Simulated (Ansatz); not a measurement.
**TaSi2 (model structure, from the AlB2 type, P6/mmm, No. 191): properties by level of theory**

| level (code) | lattice constant a (Å) | lattice parameter c (Å) | enthalpy of formation (eV/atom) |
|---|---|---|---|
| PBE (Ansatz) | 4.399 | 2.654 | 0.018 |
| PBEsol (Ansatz) | 4.359 | 2.631 | -0.084 |
| PBE-D3(BJ) (Ansatz) | 4.340 | 2.628 | -0.103 |

Ansatz's density-functional and Hartree–Fock values are scalar-relativistic unless marked +SOC, with PAW data made under PBE.

Computed values are for the static lattice.

A model structure was made by putting elements into a prototype or built by hand; it is no filed structure, need not be a known phase, and can be a saddle point held by its symmetry.

Ansatz is a quantum-chemistry and plane-wave program.
